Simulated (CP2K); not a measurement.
A self-consistent single point of C (Fd-3m, 2 atoms in the cell) with CP2K.

Computed with LDA (Pade form), GPW, DZVP-MOLOPT-SR-GTH basis, GTH-PADE potentials (GTH_POTENTIALS) (CP2K).

```
C
1.0
    2.53747     0.00000     0.00000
    1.26873     2.19751     0.00000
    1.26873     0.73250     2.07184
C
2
Direct
  0.50000   0.50000   0.50000
  0.75000   0.75000   0.75000
```

Reference input (self-consistent single point, DFT PBE, GPW, DZVP-MOLOPT-SR-GTH basis, GTH-PBE potentials (GTH_POTENTIALS)): CUTOFF = 400 Ry; REL_CUTOFF = 50 Ry; KPOINTS/SCHEME = MONKHORST-PACK 13 13 13; XC_FUNCTIONAL = PBE; C/BASIS_SET = DZVP-MOLOPT-SR-GTH-q4; C/POTENTIAL = GTH-PBE-q4; METHOD = GPW; EPS_DEFAULT = 1e-10; NGRIDS = 4; SCF_GUESS = ATOMIC; EPS_SCF = 1e-06; MAX_SCF = 100. This run's input differs from it in these lines:

```diff
@@ -39,3 +39,3 @@
     &XC
-      &XC_FUNCTIONAL PBE
+      &XC_FUNCTIONAL PADE
       &END XC_FUNCTIONAL
@@ -70,3 +70,3 @@
       BASIS_SET DZVP-MOLOPT-SR-GTH-q4
-      POTENTIAL GTH-PBE-q4
+      POTENTIAL GTH-PADE-q4
     &END KIND
```

Output (repeated stretches shortened):

```
 SCF WAVEFUNCTION OPTIMIZATION

  Step     Update method      Time    Convergence         Total energy    Change
     1 NoMix/Diag. 0.40E+00      -     0.95364314       -11.4397731118 -1.14E+01
     2 Broy./Diag. 0.40E+00      -     0.00817751       -11.1094327365  3.30E-01
     3 Broy./Diag. 0.40E+00      -     0.01921937       -11.3422331584 -2.33E-01
     4 Broy./Diag. 0.40E+00      -     0.00042979       -11.4170174057 -7.48E-02
     5 Broy./Diag. 0.40E+00      -     0.00029255       -11.4189805458 -1.96E-03
     6 Broy./Diag. 0.40E+00      -     0.00003004       -11.4213811524 -2.40E-03
     7 Broy./Diag. 0.40E+00      -     0.00000538       -11.4216348617 -2.54E-04
     8 Broy./Diag. 0.40E+00      -     0.00000120       -11.4216789453 -4.41E-05
     9 Broy./Diag. 0.40E+00      -     0.00000017       -11.4216911522 -1.22E-05
  *** SCF run converged in     9 steps ***

  Overlap energy of the core charge distribution:               0.00000005762149
  Self energy of the core charge distribution:                -25.87799699471219
  Core Hamiltonian energy:                                      8.25041019083620
  Hartree energy:                                               9.72461383005670
  Exchange-correlation energy:                                 -3.51871823596291

  Total energy:                                               -11.42169115216071

                     Mulliken Population Analysis

 #  Atom  Element  Kind  Atomic population                           Net charge
       1     C        1          4.000000                              0.000000
       2     C        1          4.000000                             -0.000000
   [... lines left out ...]

 STRESS| Analytical stress tensor [bar]
 STRESS|                        x                   y                   z
 STRESS|      x       -1.95677557580E+05  -1.81894744216E-01  -1.27142659103E-01
 STRESS|      y       -1.81894744216E-01  -1.95674807671E+05   1.06876131130E+00
 STRESS|      z       -1.27142659103E-01   1.06876131130E+00  -1.95673306580E+05
 STRESS| 1/3 Trace                                            -1.95675223944E+05
```

The run converged in 9 iterations. Against the reference run the pressure goes from -4.81 to -19.57 GPa and the gap on the mesh goes from 4.247 to 4.210 eV.

The starting cell comes from a database of computed structures (which also holds hypothetical and non-ambient phases and stackings), without a prior relaxation at this level. Its lattice was rescaled by a random factor within 2.5 % of one. Values carry the incompleteness of an atom-centred basis. With a pressure of about -20 GPa the cell is away from its equilibrium volume at this level.

Cost on one core of a shared machine: roughly 90 s.
